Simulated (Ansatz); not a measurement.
Here is the system:

```xyz
2
Lattice="0.0000 3.0032 3.0032 3.0032 0.0000 3.0032 3.0032 3.0032 0.0000" Properties=species:S:1:pos:R:3 pbc="T T T"
In     0.0000     0.0000     0.0000
Sb     1.5016     1.5016     1.5016
```

No spin polarisation.

Method: PBE (Ansatz, a program for electronic structure; PAW; 420 eV plane waves; no SOC). Settings: 12×12×12 k-points, 0.05 eV Fermi–Dirac smearing.

Question: Predict the hole mass, gap character and band gap.

Answer: The hole mass (degenerate bands, along [100]) is 0.062, 0.21, 0.21 mₑ (at Γ). The gap character is indirect, Γ → a point along ⟨100⟩, about 0.9 Å⁻¹ from Γ. The band gap is 0.81 eV.

With Sb present, leaving out spin-orbit coupling can change the band edges. Load acts through the strain it causes; cell and atoms are relaxed under it. Masses are band curvatures over ±0.01 Å⁻¹ around the edge. No phonon test of stability was made. Tetrahedral semiconductors of this kind turn to denser phases somewhere between about 1 and 50 GPa; those were not computed, so compressed cells here can lie past the real transition. The cell was made from InSb in the zinc blende structure (space group F-43m, No. 216) by this change: pressure 22.5 GPa.
